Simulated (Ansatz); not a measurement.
Consider GaS in the beta-GaS type structure (space group P6_3/mmc, No. 194; a = 3.534 Å, c = 15.041 Å; layered, stacked along the Cartesian z axis).

Now apply this change: the cell is scaled by 0.9805 in all directions, atoms relaxed at fixed cell.

Levels (all Ansatz, a first-principles code, PAW, earlier PAW set): PBEsol-D3(BJ) (420 eV, scalar-relativistic without spin-orbit coupling); HSE06 (420 eV, no spin-orbit coupling); PBEsol+SOC (420 eV, spin-orbit coupling included).

One geometry, relaxed with PBEsol-D3(BJ), under each level:

The valence-band top lists the three highest levels at Γ (Kramers pairs under SOC), from the VBM.

```json
[
 {"level": "PBEsol-D3(BJ)", "band gap": "1.07 eV", "lowest conduction level above the VBM at special points": "K 1.07 eV; M 1.19 eV; H 1.42 eV; Γ 2.05 eV", "valence-band top at Γ": "0.00, -1.33, -1.33 eV", "electron mass": "0.45 mₑ along c, 0.40 mₑ across (at K)", "hole mass": "0.13 mₑ along c, 2.4 mₑ across (at Γ)"},
 {"level": "HSE06", "band gap": "1.83 eV", "lowest conduction level above the VBM at special points": "K 1.83 eV; M 1.97 eV; H 2.19 eV; Γ 3.21 eV", "valence-band top at Γ": "–", "electron mass": "–", "hole mass": "–"},
 {"level": "PBEsol+SOC", "band gap": "1.07 eV", "lowest conduction level above the VBM at special points": "K 1.07 eV; M 1.19 eV; H 1.41 eV; L 1.50 eV", "valence-band top at Γ": "0.00, -1.30, -1.37 eV", "electron mass": "0.46 mₑ along c, 0.40 mₑ across (at K)", "hole mass": "0.13 mₑ along c, 2.3 mₑ across (at Γ)"}
]
```

Single points use the geometry relaxed with PBEsol-D3(BJ). HSE06 gaps are upper bounds (no full band path). The spin-orbit shifts are approximate. The cells carry an imposed strain or load. Masses are band curvatures over ±0.01 Å⁻¹ around the edge. No phonon test of stability was made.
